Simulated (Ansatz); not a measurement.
**A computed series for TiAl: point defects**

The parent structure is a 30-atom supercell of TiAl (space group P4/mmm, No. 123; a = 2.7973 Å, c = 4.0323 Å) at its relaxed geometry.

One neutral defect a cell, atoms relaxed at fixed cell.

Computed with DFT with PBEsol, PAW potentials and a 420 eV plane-wave cutoff in Ansatz (a first-principles code), spin-orbit coupling left out.

```tsv
case	largest displacement of a host atom from its site in the perfect cell	pressure
perfect supercell	–	0.0 GPa
Al on a Ti site (antisite)	0.08 Å	-0.2 GPa
B on a Al site, symmetric start	0.16 Å	-2.8 GPa
Al vacancy, symmetric start	0.03 Å	-1.1 GPa
```

In so small a cell the defect repeats every few ångströms: this is an ordered compound, not a dilute defect. Defects with a symmetric start kept the site's symmetry and may sit on a saddle; the others started slightly shaken. The final runs are not spin-polarised.
